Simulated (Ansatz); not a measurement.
**KBr: biaxial strain +1.50 %, plane normal [001], relaxed out of plane**

Take KBr in the rock salt structure (space group Fm-3m, No. 225; a = 6.549 Å) as the base. Axes: x, y, z lie along the cube axes.

Now apply this change: biaxial strain +1.50 %, plane normal [001], relaxed out of plane (Cartesian); in-plane vectors clamped, the third vector and the atoms free.

Method: Kohn–Sham DFT with the PBEsol functional, run in Ansatz (an electronic-structure program) with PAW and 420 eV plane waves, without spin-orbit coupling. Γ-centred 9×9×9 mesh, Fermi–Dirac width 0.05 eV.

```json
[
 {"quantity": "volume per atom", "base": "35.11 Å³", "changed": "36.04 Å³", "shift": "+0.93 Å³"},
 {"quantity": "space group", "base": "Fm-3m (No. 225)", "changed": "I4/mmm (No. 139)", "shift": "–"},
 {"quantity": "shortest interatomic distance", "base": "3.275 Å", "changed": "3.263 Å", "shift": "-0.012 Å"},
 {"quantity": "energy relative to the base (free energy F)", "base": "0 meV/atom", "changed": "+1.8 meV/atom", "shift": "+1.8 meV/atom"},
 {"quantity": "pressure (mean of the normal stresses, compression positive)", "base": "0.01 GPa", "changed": "-0.35 GPa", "shift": "-0.36 GPa"},
 {"quantity": "band gap", "base": "4.34 eV", "changed": "4.27 eV", "shift": "-0.07 eV"},
 {"quantity": "gap character", "base": "direct at Γ", "changed": "direct at Γ", "shift": "–"},
 {"quantity": "electron mass", "base": "0.37 mₑ (at Γ)", "changed": "0.37 mₑ (at Γ)", "shift": "–"},
 {"quantity": "valence-band top at Γ (three highest levels, from the VBM)", "base": "0.00, 0.00, 0.00 eV", "changed": "0.00, -0.01, -0.01 eV", "shift": "–"},
 {"quantity": "valley order (the lowest conduction-band minima on the path, energy above the VBM, named in the base's zone)", "base": "Γ 4.34 eV; X along ⟨100⟩ 5.72 eV", "changed": "Γ 4.27 eV; X along [001] 5.73 eV; X along [100] 5.76 eV", "shift": "–"},
 {"quantity": "out-of-plane strain", "base": "–", "changed": "-0.37 %", "shift": "–"},
 {"quantity": "ratio −ε⊥/ε∥", "base": "–", "changed": "0.24", "shift": "–"},
 {"quantity": "mean in-plane stress (compression positive)", "base": "–", "changed": "-0.5 GPa", "shift": "–"}
]
```

Final structure (turned so that z lies along the plane normal):

```xyz
2
Lattice="4.7004 0.0000 0.0000 0.0000 4.7004 0.0000 2.3502 -2.3502 3.2625" Properties=species:S:1:pos:R:3 pbc="T T T"
K      0.0000     0.0000     0.0000
Br     2.3502     2.3502     0.0000
```

Effective masses come from finite differences of ±0.01 Å⁻¹. Stability against distortions was not tested. Labels are those of the standard path for the cell's own space group.
